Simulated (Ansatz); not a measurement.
Ansatz (a quantum-chemistry and plane-wave program), DFT, PBE, plane waves, its default PAW files: Au(111) slab of 6 layers, 1x1, atoms displaced (Au6), unrelaxed, 6 atoms. Basis and mesh were picked for this test and aren't claimed converged.

```yaml
cell: 2.88, 2.88, 31.77 Å; 90, 90, 60°
distance_to_the_nearest_atom: 2.80 to 2.87 Å
task: single point
k mesh: 10×10×1
hamiltonian.xc: pbe
kind_of_files: paw
scf.occupations.method: gaussian
scf.occupations.width: 0.05 eV
output.forces: true
binding of workers (--pin): off
k-point pools (--kpoint-pools): 1
memory maximum (--max-ram): 8GiB
accuracy: medium (default)
basis.precision: auto (default)
basis.xc_grid: 2 (default)
scf.eigensolver.kind: auto (default)
scf.convergence.dr2_threshold: 1e-07 (default)
scf.lower_state_search: light (default)
k-points after symmetry: 52
bands_at_the_start: 64
electrons: 114
plane waves at Γ: 4475
cutoff (eV): 420
FFT grid: 20×20×216
symmetry_operations: 1
```

Settings of this run: scf.mixing.algorithm = auto, scf.mixing.preconditioner = kerker_dos, scf.algorithm = auto; 4 threads.

| iteration | dr2 (eV) | Hψ |
|---|---|---|
| 1 | 7.10e-1 | 13586 |
| 2 | 2.42e-1 | 4025 |
| 3 | 7.50e-2 | 3551 |
| 4 | 1.42e-2 | 3364 |
| 5 | 1.41e-2 | 3317 |
| 6 | 6.43e-3 | 3588 |
| 7 | 4.37e-3 | 3405 |
| 8 | 3.42e-3 | 3909 |
| 9 | 2.13e-3 | 3531 |
| 10 | 1.90e-3 | 3455 |
| 11 | 1.41e-3 | 3702 |
| 12 | 9.12e-4 | 3326 |
| 13 | 7.61e-4 | 3391 |
| 14 | 5.43e-4 | 3476 |
| 15 | 3.22e-4 | 3709 |
| 16 | 1.44e-4 | 3622 |
| 17 | 6.21e-5 | 3852 |
| 18 | 1.39e-5 | 3901 |
| 19 | 1.74e-6 | 4079 |
| 20 | 1.18e-6 | 4456 |
| 21 | 1.46e-7 | 3576 |
| 22 | 1.12e-7 | 12836 |
| 23 | 5.40e-8 | 11329 |

It converged after 23 SCF iterations.

**Question.** The cycle is slow. Which setting should be changed?

**Answer.** Several could match; the one computed here: scf.mixing.preconditioner = auto (default) (10 SCF iterations) or scf.mixing.preconditioner = ldos (10 SCF iterations), all else kept. The other changes of this size gave: scf.mixing.preconditioner = local_kerker (13); scf.mixing.preconditioner = none (17); scf.mixing.preconditioner = kerker (28). With more settings changed, the fewest of all runs of this system: scf.mixing.preconditioner = auto (default), scf.algorithm = direct_min (7). In that run the program took: scf.mixing.algorithm MSR1, scf.mixing.preconditioner LDOS, scf.eigensolver.kind band_cg, --slots 4. The first change moves the result by: energy under 0.001 meV/atom, forces (largest component) 0.068 meV/Å. Counts are of single runs.

Keys are those of Ansatz 0.2.
